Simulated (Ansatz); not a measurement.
## Response to strain in SiC

Consider SiC in the zinc blende structure (space group F-43m, No. 216; a = 4.329 Å). Axes: x, y, z lie along the cube axes.

Strains are applied to the cell and any free atomic positions relax; under biaxial strain the out-of-plane vector relaxes too.

Calculations: LDA/PAW in Ansatz (a quantum-chemistry and plane-wave program), no SOC.

```csv
"biaxial strain, plane normal [001], relaxed out of plane (%)",out-of-plane strain (%)
0,0.00
0.5,-0.36
1,-0.72
1.5,?
2,-1.45
2.5,-1.83
3,-2.21
```

Task: Fit ε⊥ = −νε + γε² (strains in %) to the rows shown and predict the withheld row.

Result: Least squares on the printed values gives ν = 0.71 (the biaxial Poisson response) and γ = -0.009 (largest residual 0.00 %); this predicts -1.08 %, and the run gives -1.08 %, in agreement.

Whether these cells are dynamically stable was not tested.
